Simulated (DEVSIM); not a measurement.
Structure: illuminated Si n-on-p cell, one wavelength, at 300 K.

Layer 1 from the left is Si, thickness (μm) 0.990, Nd (cm⁻³) 1.2e18, τn (s) 1.7e-5, τp (s) 7.6e-6, absorption coefficient (cm⁻¹) 130. Layer 2 from the left is Si, thickness (μm) 130, Na (cm⁻³) 1.7e17, τn (s) 7.6e-5, τp (s) 7.6e-5, absorption coefficient (cm⁻¹) 130.

Left contact: ohmic, minority hole recombination velocity 9e5 cm/s. Right contact: ohmic, minority electron recombination velocity 1e5 cm/s. Voltage is applied to the left contact. Recombination: SRH at mid-gap, radiative, Auger. Light enters at the left, 5.1e16 photons cm⁻² s⁻¹, one pass, no reflection. Mobility is μmin + (μ − μmin)/(1 + (N/Nref)^α).

Constants are typed, rounded textbook-type inputs, not results; the design itself was drawn at random and stands for no fabricated device. Values at 300 K.

Si: gap (eV) 1.124, affinity (eV) 4.05, permittivity 11.7, Nc (cm⁻³) 2.86e19, Nv (cm⁻³) 3.1e19, μn (cm²/Vs) 1417, μp (cm²/Vs) 470, μn,min 52, μp,min 45, Nref,n 9.7e16, Nref,p 2.2e17, αn 0.68, αp 0.72, B (cm³/s) 4.7e-15, Cn (cm⁶/s) 2.8e-31, Cp (cm⁶/s) 9.9e-32.

DEVSIM, 1D drift-diffusion, Boltzmann statistics, complete ionisation; no tunnelling, impact ionisation, image-force lowering or self-heating.

Question: What does the simulation give for the largest field in the device at zero bias, the fill factor, the potential step across the device at zero bias, the short-circuit current?

Answer: largest field in the device at zero bias 200000 V/cm; fill factor 0.82; potential step across the device at zero bias 0.907 V; short-circuit current 4.21 mA/cm².
